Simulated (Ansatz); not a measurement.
# Functionals side by side, with their cost (level): ZnPS₃ (C2/m, 10 atoms in the cell)

Cell: a = 5.9858 Å, b = 5.9858 Å, c = 7.4619 Å, α = 97.61°, β = 97.61°, γ = 120.00°.

Program: Ansatz (an electronic-structure program), default PAW files made with PBE; each row names its functional.

Base settings: basis.ecutwfc = 30.9 Ry; kpoints.mp_grid.grid = 3 3 2; hamiltonian.xc = pbe0; hamiltonian.pseudopotentials = {kind: paw} (the program's default PAW files); scf.occupations.method = fermi_dirac; scf.occupations.width = 0.0037 Ry.

Differences are taken from PBE0, a reference of convenience: it is no measurement, and no ranking of the functionals follows.

Core times come from one kind of shared machine and are given to one figure; runs under 30 s give none.

The starting cell comes from a database of computed structures (which also holds hypothetical and non-ambient phases and stackings), without a prior relaxation at this level. Its lattice was rescaled by a random factor within 2.5 % of one. Ansatz's pressure includes its estimate of the finite-basis (Pulay) stress.

```csv
level,gap on the mesh less reference (eV),pressure less reference (GPa),largest difference in the force on any atom (eV/Å),core time / reference (rough)
PBEsol,-1.942,-0.58,0.347,–
HSE06,-0.701,0.13,0.020,1
PBE0,0.000,0.00,0.000,1
```

PBEsol ran in under 30 s, against roughly 100 s for PBE0.

Keys are those of Ansatz 0.2.
